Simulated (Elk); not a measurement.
Band structure of CaMg6Si (Amm2, 8 atoms in the cell).

```
CaMg6Si
1.0
    5.03356     0.00000     0.00000
    0.00000     3.06934     5.99068
    0.00000    -3.06934     5.99068
Ca Mg Si
1 6 1
Direct
  0.50000   0.17945   0.17945
  0.50000   0.67779   0.17823
  0.50000   0.17823   0.67779
  0.00000   0.82264   0.33484
  0.00000   0.33484   0.82264
  0.00000   0.34315   0.34315
  0.00000   0.81755   0.81755
  0.50000   0.64633   0.64633
```

Method of the run: PBEsol, all-electron FP-LAPW, Elk's shipped species files, LAPW+lo basis in Elk.

Settings: xctype = 22; rgkmax = 7.5; stype = 0; swidth = 0.00367493 Ha; ngridk = 4 3 3; gmaxvr = 16 1/bohr; nxoapwlo = 1.

The starting cell comes from a database of computed structures (which also holds hypothetical and non-ambient phases and stackings), without a prior relaxation at this level. Values depend on the basis (sphere radii, cutoffs, local orbitals), which need not be converged.

Levels in eV from the Fermi level, bands 34 to 41:
| point | 34 | 35 | 36 | 37 | 38 | 39 | 40 | 41 |
|---|---|---|---|---|---|---|---|---|
| Γ | -1.98 | -1.92 | -1.75 | -0.65 | 0.83 | 1.55 | 1.58 | 1.77 |
| X | -1.65 | -1.21 | -0.27 | -0.16 | 0.40 | 0.74 | 0.77 | 1.66 |
| S | -1.13 | -0.96 | -0.46 | 0.21 | 0.34 | 0.58 | 0.79 | 1.88 |
| R | -2.61 | -2.30 | -1.96 | -0.16 | 0.90 | 1.50 | 1.69 | 2.40 |
| A | -3.37 | -0.98 | -0.41 | -0.35 | -0.02 | 0.93 | 1.41 | 2.49 |
| Z | -1.78 | -1.41 | -0.95 | -0.88 | -0.73 | -0.45 | -0.27 | -0.06 |
| Y | -1.36 | -0.61 | -0.55 | -0.27 | 0.51 | 0.86 | 0.91 | 1.18 |
| X1 | -1.65 | -1.21 | -0.27 | -0.16 | 0.40 | 0.74 | 0.77 | 1.66 |
| A1 | -3.37 | -0.98 | -0.41 | -0.35 | -0.02 | 0.93 | 1.41 | 2.49 |
| T | -1.81 | -1.59 | -1.37 | 0.50 | 0.98 | 1.36 | 1.50 | 1.56 |

Bands cross the Fermi level along this path, so the cell is metallic at this level.
